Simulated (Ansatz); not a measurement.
## A computed series for hypothetical diamond Mg: pressure series

Consider Mg in the diamond structure (space group Fd-3m, No. 227; a hypothetical phase, not in the database extracts checked).

```
CELL_PARAMETERS angstrom
      0.00000     3.39155     3.39155
      3.39155     0.00000     3.39155
      3.39155     3.39155     0.00000
ATOMIC_POSITIONS crystal
  Mg 0.75000 0.75000 0.75000
  Mg 0.50000 0.50000 0.50000
```

Cell and atoms are relaxed at each pressure.

Level of theory: PBEsol, PAW, 420 eV (Ansatz, a first-principles code; scalar-relativistic without spin-orbit coupling).

Notes on the quantities. enthalpy: H = E + PV relative to the base's energy.

```csv
case,density,enthalpy
base,1.03 g/cm³,–
pressure −2 GPa,0.72 g/cm³,-0.55 eV/atom
pressure −1 GPa,0.93 g/cm³,-0.26 eV/atom
pressure 0.3 GPa,1.06 g/cm³,+0.07 eV/atom
pressure 0.7 GPa,1.09 g/cm³,+0.17 eV/atom
pressure 1.5 GPa,1.15 g/cm³,+0.35 eV/atom
pressure 3 GPa,1.24 g/cm³,+0.66 eV/atom
pressure 5 GPa,1.34 g/cm³,+1.05 eV/atom
pressure 7.5 GPa,1.44 g/cm³,+1.51 eV/atom
pressure 10 GPa,1.54 g/cm³,+1.93 eV/atom
```

Load acts through the strain it causes; cell and atoms are relaxed under it. Stability against distortions was not tested. No other phases were tried under pressure.
